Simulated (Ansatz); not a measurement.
# 2 layers of alpha-tellurene, twisted by 21.8° from the antiparallel setting

These are PBE+D3(BJ) (plane waves to 420 eV, PAW; Ansatz, a quantum-chemistry and plane-wave program) values and carry that method's errors. No spin–orbit coupling; with elements this heavy it can move edges by tenths of an eV. Its k-point mesh 3×3×1, Fermi–Dirac width 0.01 eV. A dipole correction is on.

gap between facing atomic planes: 3.04 Å
step of the vacuum level across the stack (top less bottom): 0.00 eV
interaction energy of the frozen layers: -22.5 meV/Å²
interaction energy without the D3 term at this geometry: +0.3 meV/Å²
PBE gap over the mesh and listed points off it: 0.45 eV
valence and conduction edges under the vacuum level of the lower face: 4.81 and 4.35 eV

```
CELL_PARAMETERS angstrom
     11.00216     0.00000     0.00000
     -5.50108     9.52815     0.00000
      0.00000     0.00000    28.60400
ATOMIC_POSITIONS crystal
  Te 0.24299 0.05009 0.31671
  Te 0.37648 0.47212 0.31627
  Te 0.52788 0.90435 0.31627
  Te 0.66667 0.33333 0.31835
  Te 0.80710 0.75701 0.31671
  Te 0.94991 0.19290 0.31671
  Te 0.09565 0.62352 0.31627
  Te 0.00000 0.00000 0.37863
  Te 0.14166 0.43015 0.38082
  Te 0.28849 0.85834 0.38082
  Te 0.42869 0.28689 0.38180
  Te 0.56985 0.71151 0.38082
  Te 0.71311 0.14179 0.38180
  Te 0.85821 0.57131 0.38180
  Te 0.18475 0.24002 0.44426
  Te 0.33333 0.66667 0.44651
  Te 0.47596 0.09660 0.44681
  Te 0.62064 0.52404 0.44681
  Te 0.75998 0.94474 0.44426
  Te 0.90340 0.37936 0.44681
  Te 0.05526 0.81525 0.44426
  Te 0.94474 0.75998 0.55573
  Te 0.81525 0.05526 0.55573
  Te 0.09660 0.47596 0.55317
  Te 0.37936 0.90340 0.55317
  Te 0.24002 0.18475 0.55573
  Te 0.52404 0.62064 0.55317
  Te 0.66667 0.33333 0.55348
  Te 0.14179 0.71311 0.61818
  Te 0.00000 0.00000 0.62136
  Te 0.28689 0.42869 0.61818
  Te 0.57131 0.85821 0.61818
  Te 0.43015 0.14166 0.61916
  Te 0.71151 0.56985 0.61916
  Te 0.85834 0.28849 0.61916
  Te 0.90435 0.52788 0.68371
  Te 0.75701 0.80710 0.68327
  Te 0.05009 0.24299 0.68327
  Te 0.33333 0.66667 0.68163
  Te 0.19290 0.94991 0.68327
  Te 0.47212 0.37648 0.68371
  Te 0.62352 0.09565 0.68371
```
